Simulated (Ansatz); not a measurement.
**Nb3Au (Pm-3n, No. 223, 8 atoms in the cell; start mp-2752)**

The numbers are results of LDA in Ansatz (plane waves, PAW), not measurements.

Numerical settings: plane-wave cutoff 520 eV, 10×10×10 k mesh, Fermi–Dirac smearing 0.05 eV, no spin polarisation, scalar-relativistic PAW data made under PBE.

Cell (relaxed at this level):

```cif
data_Au2Nb6
_chemical_formula_sum 'Nb6 Au2'
_space_group_name_H-M_alt 'Pm-3n'
_space_group_IT_number 223
_space_group_name_Hall '-P 4n 2 3'
_cell_length_a 5.13970
_cell_length_b 5.13970
_cell_length_c 5.13970
_cell_angle_alpha 90.000
_cell_angle_beta 90.000
_cell_angle_gamma 90.000
loop_
_atom_site_label
_atom_site_type_symbol
_atom_site_symmetry_multiplicity
_atom_site_Wyckoff_symbol
_atom_site_fract_x
_atom_site_fract_y
_atom_site_fract_z
_atom_site_occupancy
Nb1 Nb 6 c 0.00000 0.50000 0.25000 1
Au1 Au 2 a 0.00000 0.00000 0.00000 1
```

- bulk modulus B0: 212 GPa

Note: the run has no spin polarisation, so it can have missed a magnetic state; the bulk modulus is −V dP/dV from two relaxed cells at ±2 % in volume; the relaxation could not lower the start's symmetry, so the cell can be a saddle point above a distorted one.

Spin–orbit coupling is not included; it can shift volumes and moduli of such heavy elements.

The result took about 2.6 core-minutes (a rough figure).

A start named mp-… is a Materials Project structure, which need not be a measured phase.

Ansatz is a quantum-chemistry and plane-wave program.
